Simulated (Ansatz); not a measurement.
The parent structure is Ir in the fcc (Cu type) structure (space group Fm-3m, No. 225; relaxed with 0.1 eV smearing).

```yaml
crystal:
  lattice:
    - [0.00000, 1.92250, 1.92250]
    - [1.92250, 0.00000, 1.92250]
    - [1.92250, 1.92250, 0.00000]
  atoms:
    - { symbol: Ir, position: [0.00000, 0.00000, 0.00000] }
```

Cartesian axes are those of the cell as printed.

Calculations: plane-wave PAW DFT at the r2SCAN level (Ansatz, an electronic-structure program, 500 eV), no spin-orbit coupling.

It is then changed as follows: a pure shear with ε_xy = ε_yx = 0.0171; the atoms relax in the strained cell.

Problem. Predict the stress tensor and what it implies for the stiffness.

Solution. Stress of the strained cell less that of the base (GPa, compression positive):
```
    0.9    -9.5     0.0
   -9.5     0.9     0.0
    0.0     0.0     0.0
```

Then −Δσ/γ with γ = 2ε = 0.0342 gives secant stiffness values (nonlinear terms included at this strain): C66 ≈ 278 GPa.

As a check, the harmonic strain energy −½ V₀ Δσ:ε is 14 meV/atom; the computed energy rise is 14 meV/atom.

Whether these cells are dynamically stable was not tested. The final runs are not spin-polarised.
